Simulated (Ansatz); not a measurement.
Hypothetical rock salt SnC: 7 layers

Start from SnC in the rock salt structure (space group Fm-3m, No. 225; a = 4.745 Å; a hypothetical phase, not in the database extracts checked). Axes: x, y, z lie along the cube axes.

Perturbation: a free-standing slab of 7 layers (14 atoms, 2 a layer) is cut normal to the z axis, with 15 Å of vacuum and the in-plane cell held at bulk.

Level of theory: PBEsol (Ansatz, a first-principles code; PAW; 420 eV plane waves; no spin-orbit coupling). Settings: 14×14×1 k-points, 0.05 eV Fermi–Dirac smearing, for the changed cell.

The layer's space group (with vacuum) amounts to P4/mmm (No. 123) and the shortest interatomic distance decreases by 0.051 Å (2.372 Å → 2.321 Å). The band gap stays zero and the excess energy per area of both faces (slab less bulk energy over the cell's area: twice a surface energy) comes out as 1.7 J/m² (uncertain by up to 0.2 J/m²). The change of the spacing d12 from its bulk value of 2.372 Å is -1.0 % and the change of the spacing d23 from its bulk value of 2.372 Å is -0.3 %.

The excess energy carries the mismatch between the slab's and the bulk's meshes. Whether these cells are dynamically stable was not tested. All final runs are without spin polarisation.
